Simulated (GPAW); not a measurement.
GPAW run on CsRuF₆ (R-3m, 8 atoms in the cell): self-consistent single point.

Computed with PBEsol, GPAW PAW datasets PBEsol (made by gpaw-setup) (plane waves; GPAW).

```
CsRuF6
1.0
    4.05543     2.34140     2.68570
   -4.05543     2.34140     2.68570
    0.00000    -4.68280     2.68570
Cs Ru F
1 1 6
Direct
  0.50000   0.50000   0.50000
  0.00000   0.00000   0.00000
  0.24876   0.24876   0.91853
  0.75123   0.75123   0.08147
  0.91853   0.24876   0.24876
  0.08147   0.75123   0.75123
  0.24876   0.91853   0.24876
  0.75123   0.08147   0.75123
```
Moments meant for the start (each program seeds them in its own way; μB, in the order of the atoms Cs Ru F F F F F F): 0.0 2.0 0.0 0.0 0.0 0.0 0.0 0.0.

Reference input (self-consistent single point, DFT LDA (Perdew-Wang 92), plane waves, GPAW PAW datasets LDA (gpaw-data 1.0.1)): spinpol = true; mode = pw; ecut = 900 eV; xc = LDA; kpts = 3 3 3; mesh shift (steps) = 0 0 0; occupations.name = fermi-dirac; occupations.width = 0.05 eV; nbands = -8; convergence.density = 1e-05 e/electron; convergence.bands = -6; symmetry.symmorphic = false. This run's input differs from it in these lines:

```diff
@@ -22,3 +22,3 @@
             mode=PW(900),
-            xc='LDA',
+            xc='PBEsol',
             kpts=(3, 3, 3),
```

Its files differ too (potentials: GPAW PAW datasets PBEsol (made by gpaw-setup)).

Output (repeated stretches shortened):

```
     iter     time        total  log10-change:  magmom
                         energy   eigst   dens
iter:   1 --:--:--   -43.168486   +0.05           +1.9965
iter:   2 --:--:--   -42.398543   -0.99  -1.26    +2.6978
iter:   3 --:--:--   -40.384959   -0.59  -1.32    +3.0081
iter:   4 --:--:--   -40.392732   -2.13  -1.60    +2.9355
iter:   5 --:--:--   -40.566024   -1.84  -1.60    +2.9587
iter:   6 --:--:--   -40.339933   -1.68  -1.95    +2.9890
iter:   7 --:--:--   -40.314284   -2.08  -2.15    +2.9865
iter:   8 --:--:--   -40.300206   -3.08  -2.40    +2.9933
iter:   9 --:--:--   -40.314383c  -3.72  -2.85    +2.9916
   [... lines left out ...]
iter:  12 --:--:--   -40.320796c  -4.90  -2.90    +3.0000
iter:  13 --:--:--   -40.318896c  -4.19  -2.82    +3.0000
   [... 16 lines left out ...]
iter:  30 --:--:--   -40.318687c  -6.18  -4.55    +3.0000
iter:  31 --:--:--   -40.318737c  -6.10  -4.39    +3.0000
iter:  32 --:--:--   -40.318737c  -6.68  -4.42    +3.0000
iter:  33 --:--:--   -40.318735c  -7.27  -4.46    +3.0000
iter:  34 --:--:--   -40.318736c  -8.58c -4.70    +3.0000
iter:  35 --:--:--   -40.318735c  -7.89c -4.65    +3.0000
iter:  36 --:--:--   -40.318735c  -7.90c -4.81    +3.0000
iter:  37 --:--:--   -40.318735c  -8.74c -5.25c   +3.0000
Converged after 37 iterations.

Dipole moment: (-0.000000, 0.000000, 0.000000) |e|*Ang

Total magnetic moment: (0.000000, 0.000000, 2.999994)
Local magnetic moments:
   0 Cs ( 0.000000,  0.000000,  0.002104)
   1 Ru ( 0.000000,  0.000000,  2.097199)
   2 F  ( 0.000000,  0.000000,  0.108325)
   3 F  ( 0.000000,  0.000000,  0.108325)
   4 F  ( 0.000000,  0.000000,  0.108325)
   5 F  ( 0.000000,  0.000000,  0.108325)
   6 F  ( 0.000000,  0.000000,  0.108325)
   7 F  ( 0.000000,  0.000000,  0.108325)

Energy contributions relative to reference atoms: (reference = -351133.187068)

Kinetic:        +16.998896
Potential:      -25.645064
External:        +0.000000
XC:             -31.385488
Entropy (-ST):   -0.000004
Local:           -0.287078
SIC:             +0.000000
--------------------------
Free energy:    -40.318737
   [... lines left out ...]
Fermi level: 0.35383
Gap: 1.276 eV
Direct gap: 1.282 eV
   [... lines left out ...]
  2 F    -0.00000   -0.88093   -0.60930
  3 F     0.00000    0.88093    0.60930
  4 F     0.76291    0.44046   -0.60930
  5 F    -0.76291   -0.44046    0.60930
  6 F    -0.76291    0.44046   -0.60930
  7 F     0.76291   -0.44046    0.60930

Stress tensor:
     0.035137    -0.000000    -0.000000
     0.000000     0.035137     0.000000
    -0.000000     0.000000     0.035762
Stress (GPa, Voigt): [ 5.6296  5.6296  5.7298  0.     -0.     -0.    ]
```

The run converged in 37 iterations. GPAW prints stress with tension positive. Against the reference run the largest force goes from 1.493 to 1.071 eV/Å, the gap on the mesh goes from 1.079 to 1.276 eV and the size of the net moment stays at 0.37 μB/atom.

At such cutoffs GPAW's stress carries a finite-basis (Pulay) error, which enters relaxed cells too; its log prints stress with tension positive.

The starting cell comes from a database of computed structures (which also holds hypothetical and non-ambient phases and stackings), without a prior relaxation at this level. Its lattice was rescaled by a random factor within 2.5 % of one. With one magnetic atom in the cell only a parallel order is possible. Forces in this geometry exceed 1 eV/Å.

Cost on one core of a shared machine: roughly 4 min.
